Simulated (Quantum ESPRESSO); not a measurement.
σxx against uniaxial strain in bcc Ba (space group 229): C11 (Quantum ESPRESSO, PBEsol)

```
Ba
1.0
   -2.40631     2.44295     2.44295
    2.40631    -2.44295     2.44295
    2.40631     2.44295    -2.44295
Ba
1
Cartesian
  0.00000   0.00000   0.00000
```

Level of theory: PBEsol, GBRV 1.5 ultrasoft (PBESOL) pseudopotentials (plane waves; Quantum ESPRESSO). Settings: ecutwfc = 52 Ry; ecutrho = 260 Ry; occupations = smearing; smearing = fermi-dirac; degauss = 0.0036749 Ry; potentials = {Ba: ba_pbesol_v1.uspp.F.UPF}; K_POINTS = automatic 26 26 26 0 0 0; conv_thr = 1e-10 Ry. The cell above is the first row's. The rows stretch one cube axis (x) by the strain ε and hold the other two. Stress is positive in tension. In all rows the k mesh is held.

```
ε (%)  σxx (GPa)
-----  ---------
-1.5      -0.186
-1.0      -0.117
-0.5      -0.050
0.0        0.015
0.5        0.078
1.0        0.139
1.5        0.198
2.0            ?
```

### Question
Fit σxx against ε with a parabola, and predict the withheld value at ε = 2.0.

### Answer
Least squares gives σxx = 0.0150 + 0.12800·ε - 0.00400·ε². Residuals (row less fit): 0.0000, 0.0000, 0.0000, 0.0000, 0.0000, 0.0000, 0.0000; standard error 0.0000 (degrees of freedom: 4). The slope at ε = 0, 0.12800 GPa per cent, gives C11 ≈ 100 × 0.12800 = 13 GPa, for the static lattice. At the withheld row, σxx = 0.0150 + 0.12800 × 2.0 - 0.00400 × 2.0² = 0.2550 GPa. The calculation gives 0.255 GPa, which the fit meets to the printed digits. The row lies outside the fitted rows, so this is an extrapolation.

Carrying the step between the two nearest rows on in a straight line would have given 0.257, off by 0.002; series whose last step already gives the withheld value aren't shown. The reference cell has the volume at which an earlier scan in this program and functional put its minimum by a fit. The unstrained cell stands at a pressure of -0.01 GPa, and the constants belong to that pressure. Spin-orbit coupling is off. Without a gap such slopes are sensitive to mesh and smearing. Cutoffs and mesh are single choices, not tested for convergence of this quantity. Series with a scatter that would blur these digits, or in which a gap closes, are not shown. Strain series were run only where this level's volume lies within 10 % of a first guess from the measured size.
